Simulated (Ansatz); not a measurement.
This Ansatz (an electronic-structure program) input is the reference run, HgS in the zinc blende structure (space group F-43m, No. 216), computed with LDA in Ansatz (plane waves to 420 eV, PAW, scalar-relativistic without spin-orbit coupling):

Ansatz 0.2 input:
```yaml
crystal:
  lattice:
    - [0, 2.9059730649, 2.9059730649]
    - [2.9059730649, 0, 2.9059730649]
    - [2.9059730649, 2.9059730649, 0]
  atoms:
    - { symbol: Hg, position: [0, 0, 0] }
    - { symbol: S, position: [0.25, 0.25, 0.25] }
basis: { ecutwfc: 420, ecutrho_ratio: 4, xc_grid: 2, fft_grid_basis: typed }
kpoints: { mp_grid: { grid: [10, 10, 10] } }
hamiltonian:
  xc: lda
  dispersion: none
  pseudopotentials: { kind: paw }
scf: { occupations: { method: fermi_dirac, width: 0.05 }, convergence: { dr2_threshold: 0.0000000002 } }
output: { forces: true, stress: true }
checkpoint: { write: state.ck, write_every: 1000 }
```

Problem. Write the input for this change: an isotropic linear strain of +1.00 %; the atoms relax in the strained cell.

Solution. 
Ansatz 0.2 input:
```yaml
crystal:
  lattice:
    - [0, 2.9350327955, 2.9350327955]
    - [2.9350327955, 0, 2.9350327955]
    - [2.9350327955, 2.9350327955, 0]
  atoms:
    - { symbol: Hg, position: [0, 0, 0] }
    - { symbol: S, position: [0.25, 0.25, 0.25] }
basis: { ecutwfc: 420, ecutrho_ratio: 4, xc_grid: 2, fft_grid_basis: typed }
kpoints: { mp_grid: { grid: [10, 10, 10] } }
hamiltonian:
  xc: lda
  dispersion: none
  pseudopotentials: { kind: paw }
scf: { occupations: { method: fermi_dirac, width: 0.05 }, convergence: { dr2_threshold: 0.0000000002 } }
relax: { f_tol: 0.005, max_steps: 50 }
output: { forces: true, stress: true }
checkpoint: { write: state.ck, write_every: 1000 }
```
This is the input that was run.

No phonon test of stability was made. The final runs are not spin-polarised.
